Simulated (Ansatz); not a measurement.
```
CELL_PARAMETERS angstrom
      0.00000     3.14456     3.06595
      3.14456     0.00000     3.06595
      3.14456     3.14456     0.00000
ATOMIC_POSITIONS crystal
  Sn 0.00000 0.00000 0.00000
  Te 0.50000 0.50000 0.50000
```

No spin polarisation.

Level of theory: Kohn–Sham DFT with the PBEsol functional, run in Ansatz (an electronic-structure program) with PAW and 420 eV plane waves, without spin-orbit coupling. Settings: 13×13×13 k-points, 0.05 eV Fermi–Dirac smearing.

Q: What space group does the calculation give?

A: I4/mmm (No. 139).

Q: What pressure (mean of the normal stresses, compression positive) does the calculation give?

A: 1.35 GPa.

The cells carry an imposed strain or load. Whether these cells are dynamically stable was not tested. The cell was made from SnTe in the rock salt structure (space group Fm-3m, No. 225) by this change: uniaxial strain ε_zz = −2.50 %.
